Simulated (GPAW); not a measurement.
A relaxation of cell and atoms of ZnS (F-43m, 2 atoms in the cell) with GPAW.

Level of theory: PBE, GPAW PAW datasets PBE (gpaw-data 1.0.1) (plane waves; GPAW 25.7.0).

```
CELL_PARAMETERS angstrom
      0.00000     2.69018     2.69018
      2.69018     0.00000     2.69018
      2.69018     2.69018     0.00000
ATOMIC_POSITIONS crystal
  Zn 0.00000 0.00000 0.00000
  S  0.25000 0.25000 0.25000
```

Reference input (self-consistent single point, DFT PBE, plane waves, GPAW PAW datasets PBE (gpaw-data 1.0.1)): mode = pw; ecut = 800 eV; xc = PBE; kpts = 11 11 11; mesh shift (steps) = 0 0 0; occupations.name = fermi-dirac; occupations.width = 0.01 eV; nbands = -6; convergence.density = 1e-05 e/electron; convergence.energy = 1e-05 eV/electron; convergence.bands = -4; symmetry.symmorphic = false. This run's input differs from it in these lines:

```diff
@@ -1,2 +1,4 @@
 from ase import Atoms
+from ase.filters import FrechetCellFilter
+from ase.optimize import LBFGS
 from ase.units import GPa
@@ -23,2 +25,10 @@
 
+target = FrechetCellFilter(atoms)
+
+opt = LBFGS(target, logfile='-')
+converged = opt.run(fmax=0.05, steps=40)
+print('Relaxation converged:', converged)
+print('Cell:', atoms.cell.cellpar().round(4))
+print(atoms.get_scaled_positions().round(5))
+
 energy = atoms.get_potential_energy()
```

The program printed (abridged):

```
     iter     time        total  log10-change:
                         energy   eigst   dens
iter:   1 --:--:--    -7.210002   +0.96
iter:   2 --:--:--    -7.187738   +0.27  -1.17
iter:   3 --:--:--    -6.922000   -0.81  -1.21
iter:   4 --:--:--    -6.937061   -1.62  -1.51
iter:   5 --:--:--    -6.978646   -1.47  -1.63
iter:   6 --:--:--    -6.955853   -3.26  -2.20
iter:   7 --:--:--    -6.965253   -3.71  -2.28
iter:   8 --:--:--    -6.920314   -1.97  -2.23
iter:   9 --:--:--    -6.920815   -3.09  -3.18
iter:  10 --:--:--    -6.920720   -4.73  -3.24
iter:  11 --:--:--    -6.920814c  -4.65  -3.30
iter:  12 --:--:--    -6.920838c  -5.52  -3.61
iter:  13 --:--:--    -6.920758c  -4.21  -3.55
iter:  14 --:--:--    -6.920734c  -5.85  -3.90
iter:  15 --:--:--    -6.920732c  -6.31  -4.29
iter:  16 --:--:--    -6.920732c  -6.63  -4.48
iter:  17 --:--:--    -6.920732c  -8.40c -4.62
iter:  18 --:--:--    -6.920732c  -7.12  -4.65
iter:  19 --:--:--    -6.920732c  -8.48c -4.97
iter:  20 --:--:--    -6.920732c  -8.79c -4.98
iter:  21 --:--:--    -6.920732c  -8.46c -5.15c
Converged after 21 iterations.

Dipole moment: (-3.015206, -3.015206, -3.015206) |e|*Ang

Energy contributions relative to reference atoms: (reference = -59718.946550)

Kinetic:        +11.673254
Potential:       -9.864569
External:        +0.000000
XC:              -8.807804
Entropy (-ST):   -0.000000
Local:           +0.078387
SIC:             +0.000000
--------------------------
Free energy:     -6.920732
Extrapolated:    -6.920732

Showing only first 2 kpts
 Kpt  Band  Eigenvalues  Occupancy
  0     7      3.89725    2.00000
  0     8      3.89725    2.00000
  0     9      6.05673    0.00000
  0    10     10.25724    0.00000

  1     7      3.66375    2.00000
  1     8      3.66375    2.00000
  1     9      6.79379    0.00000
  1    10      9.84593    0.00000

Fermi level: 4.57495

Gap: 2.159 eV
Transition (v -> c):
   [... lines left out ...]
Occupation numbers: Fermi-Dirac:
Atomic positions and initial magnetic moments
Free energy:     -6.924927
Fermi level: 4.48308
Gap: 2.129 eV
Occupation numbers: Fermi-Dirac:
Atomic positions and initial magnetic moments
Free energy:     -6.932473
Fermi level: 4.13220
Gap: 2.011 eV
   [... lines left out ...]
     0.000000    -0.000524     0.000000
     0.000000     0.000000    -0.000524

Forces in eV/Ang:
  0 Zn    0.00000    0.00000    0.00000
  1 S     0.00000   -0.00000   -0.00000

LBFGS:    2 --:--:--       -6.932473        0.010566
Relaxation converged: True
Cell: [ 3.8484  3.8484  3.8484 60.     60.     60.    ]
[[0.   0.   0.  ]
 [0.25 0.25 0.25]]
Energy (eV): -6.932473
Stress (GPa, Voigt): [-0.084 -0.084 -0.084  0.     0.     0.   ]
```

The run converged. GPAW prints stress with tension positive. 

Summary of the result:
* **Free energy E − TS (from the program's reference atoms)**: -6.9325 eV
* **Top of the valence band (on the code's own zero)**: 3.52 eV
* **Gap on the k-point mesh**: 2.01 eV
* **Pressure**: 0.08 GPa
* **Final cell**: a = 3.848 Å, b = 3.848 Å, c = 3.848 Å, α = 60.00°, β = 60.00°, γ = 60.00°
* **Final volume per atom**: 20.15 Å³
* **Relaxation steps**: 2

The starting cell comes from a database of computed structures (which also holds hypothetical and non-ambient phases and stackings), without a prior relaxation at this level. Its lattice was rescaled by a random factor within 2.5 % of one. The relaxation keeps the symmetry of its start, so its end need not be a minimum.

Cost on one core of a shared machine: roughly 90 s.
